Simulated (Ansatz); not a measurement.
The reference is WC (space group P-6m2, No. 187; a = 2.8843 Å, c = 2.8115 Å; relaxed with 0.1 eV smearing). Axes: x lies along a and z along c of the hexagonal cell.

Computed with LDA (Ansatz, a first-principles code), scalar-relativistic without spin-orbit coupling.

Now apply this change: tensor shear ε_xz = +2.00 % (engineering shear γ = 0.0400); the atoms relax in the strained cell.

Task: Predict the stress tensor and what it implies for the stiffness.

Result: Stress of the strained cell less that of the base (GPa, compression positive):
```
    0.8     0.0   -13.1
    0.0     0.5     0.0
  -13.1     0.0     0.8
```

Then −Δσ/γ with γ = 2ε = 0.0400 gives secant stiffness values (nonlinear terms included at this strain): C55 ≈ 327 GPa.

As a check, the harmonic strain energy −½ V₀ Δσ:ε is 17 meV/atom; the computed energy rise is 17 meV/atom.

No phonon test of stability was made. All final runs are without spin polarisation.
